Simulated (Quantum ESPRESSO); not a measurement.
# Several settings converged on Al3Ni2 (P3m1, 5 atoms in the cell)

```
Al3Ni2
1.0
    4.00618     0.00000     0.00000
   -2.00309     3.46946     0.00000
    0.00000     0.00000     4.89550
Al Ni
3 2
Direct
  0.00000   0.00000   0.01021
  0.33333   0.66667   0.64808
  0.66667   0.33333   0.35192
  0.33333   0.66667   0.14657
  0.66667   0.33333   0.85343
```

Base method: LDA (PZ), PSlibrary ultrasoft (LDA) pseudopotentials (plane waves; Quantum ESPRESSO).

Base settings: ecutwfc = 50 Ry; ecutrho = 300 Ry; occupations = smearing; smearing = fd; degauss = 0.0073499 Ry; potentials = {Al: Al.pz-n-rrkjus_psl.1.0.0.UPF, Ni: Ni.pz-n-rrkjus_psl.1.0.0.UPF}; K_POINTS = automatic 4 4 3 0 0 0; conv_thr = 1e-09 Ry.

The count of work is k-points × plane waves × bands × iterations; it is no time. Core times come from one kind of shared machine, to one figure; runs under 30 s give none.

**The cutoff for other potential files**

Level: DFT, LDA (PZ), plane waves, PSlibrary ultrasoft (LDA, semicore) pseudopotentials.

In this ladder: pseudopotentials = {Al: Al.pz-n-rrkjus_psl.1.0.0.UPF, Ni: Ni.pz-spn-rrkjus_psl.1.0.0.UPF}. Moved along: ecutrho.

The second cell is the first with its lattice scaled by 0.98.

The mesh stays at the base's, so the ladder's end is converged at best in this setting alone.

Only quantities that move along the ladder and can be compared are tabulated.

```csv
ecutwfc,free energy less the last step's (meV/atom),energy of the compressed cell less the first (meV/atom),pressure (GPa),largest difference of a force vector from the last step's (eV/Å),count of work / last,core time / last (rough)
38 Ry,4426.29,53.71,-290.76,0.329,0.48,0.3
47 Ry,579.05,-7.65,-54.93,0.022,0.19,–
59 Ry,90.53,-4.53,-6.66,0.006,0.22,0.2
72 Ry,64.05,-4.78,-7.02,0.003,0.29,0.3
85 Ry,24.04,-4.69,-6.72,0.003,0.35,0.3
102 Ry,7.50,-4.81,-5.39,0.006,0.50,0.6
128 Ry,3.56,-4.84,-5.44,0.003,0.65,0.8
170 Ry,0.00,-4.83,-5.28,0.000,1.0,1
```

Coarsest ecutwfc that holds the pressure within 0.5 GPa of the last step, with all finer ones: 102 Ry; the step before is off by 1.4 GPa.

Coarsest ecutwfc that holds the energy of the compressed cell less the first within 2 meV/atom of the last step, with all finer ones: 59 Ry, at 0.22 of the last step's count of work and about 0.2 of the last step's time; the step before is off by 2.8 meV/atom.

Coarsest ecutwfc that holds the forces within 0.02 eV/Å of the last step, with all finer ones: 59 Ry, at 0.22 of the last step's count of work and about 0.2 of the last step's time; the step before is off by 0.022 eV/Å.

At the lowest cutoff the pressure lies 285 GPa under the last step's, the usual sign of Pulay stress in an incomplete plane-wave basis.

**The cutoff for other potential files**

Level: DFT, LDA (PZ), plane waves, GBRV 1.5 ultrasoft (LDA) pseudopotentials.

In this ladder: pseudopotentials = {Al: al_lda_v1.uspp.F.UPF, Ni: ni_lda_v1.4.uspp.F.UPF}. Moved along: ecutrho.

The second cell is the first with its lattice scaled by 0.98.

The mesh stays at the base's, so the ladder's end is converged at best in this setting alone.

Only quantities that move along the ladder and can be compared are tabulated.

```csv
ecutwfc,free energy less the last step's (meV/atom),energy of the compressed cell less the first (meV/atom),pressure (GPa),largest difference of a force vector from the last step's (eV/Å),count of work / last,core time / last (rough)
22 Ry,10712.90,37.40,-564.53,1.025,0.095,–
28 Ry,1695.19,38.22,-125.16,0.135,0.16,–
35 Ry,143.41,-5.03,-20.61,0.007,0.24,–
42 Ry,7.80,-4.54,-6.10,0.001,0.29,0.3
50 Ry,3.87,-4.66,-5.26,0.001,0.38,0.4
60 Ry,2.08,-4.66,-5.25,0.000,0.47,0.6
75 Ry,1.41,-4.66,-5.29,0.000,0.66,0.9
100 Ry,0.00,-4.66,-5.26,0.000,1.0,1
```

Coarsest ecutwfc that holds the energy of the compressed cell less the first within 0.5 meV/atom of the last step, with all finer ones: 35 Ry, at 0.24 of the last step's count of work; the step before is off by 43 meV/atom.

Coarsest ecutwfc that holds the pressure within 1 GPa of the last step, with all finer ones: 42 Ry, at 0.29 of the last step's count of work and about 0.3 of the last step's time; the step before is off by 15 GPa.

State of the free energy at the end of the ladder: still drifting one way, by 2.1 meV/atom over the last two steps, so the last step is no safe reference.

At the lowest cutoff the pressure lies 559 GPa under the last step's, the usual sign of Pulay stress in an incomplete plane-wave basis.

**The relaxed cell against the cutoff**

On Al₃Ni₂ (P-3m1, 5 atoms in the cell): atoms on their sites.

In this ladder: calculation = vc-relax; tprnfor = default; tstress = default. Moved along: ecutrho.

The mesh stays at the base's, so the ladder's end is converged at best in this setting alone.

Only quantities that move along the ladder and can be compared are tabulated.

```csv
ecutwfc,relaxed volume (Å³/atom),relaxation steps,core time / last (rough)
25 Ry,11.972,6,0.2
30 Ry,12.894,6,0.2
35 Ry,13.101,4,0.2
42 Ry,13.039,4,0.3
50 Ry,13.076,4,0.5
60 Ry,13.105,4,0.4
75 Ry,13.099,4,0.9
100 Ry,13.104,4,1
```

Coarsest ecutwfc that holds the relaxed volume within 0.013 Å³/atom of the last step, with all finer ones: 60 Ry, at about 0.4 of the last step's time; the step before is off by 0.028 Å³/atom.

At the lowest cutoff the cell relaxes to a volume 8.6 % smaller than at the highest.

On the base run: the starting cell comes from a database of computed structures (which also holds hypothetical and non-ambient phases and stackings), without a prior relaxation at this level. Its lattice was rescaled by up to half a per cent. One atom was moved a little off its site on purpose. Spin polarisation is off. Without a gap this mesh is coarse (it stands for a supercell whose shortest vector is 15 Å).
